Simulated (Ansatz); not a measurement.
# PtGe₂ (model structure, started from the C54 type, Fddd, No. 70, 6 atoms in the cell): properties by level of theory

```json
[
 {"level (code)": "PBE (Ansatz)", "volume per atom (Å³/atom)": "…", "enthalpy of formation (eV/atom)": "…"},
 {"level (code)": "PBEsol (Ansatz)", "volume per atom (Å³/atom)": "…", "enthalpy of formation (eV/atom)": "-0.035"},
 {"level (code)": "PBE-D3(BJ) (Ansatz)", "volume per atom (Å³/atom)": "16.81", "enthalpy of formation (eV/atom)": "-0.037"}
]
```

Problem. What belongs in the gaps?

Solution. 
- PBE (Ansatz, a quantum-chemistry and plane-wave program), volume per atom (Å³/atom): 17.51
- PBE (Ansatz), enthalpy of formation (eV/atom): -0.005
- PBEsol (Ansatz), volume per atom (Å³/atom): 16.70

Ansatz's density-functional and Hartree–Fock values are scalar-relativistic unless marked +SOC, with PAW data made under PBE.

Static lattice: no zero-point or thermal effects.

A model structure was made by putting elements into a prototype or built by hand; it is no filed structure, need not be a known phase, and can be a saddle point held by its symmetry.
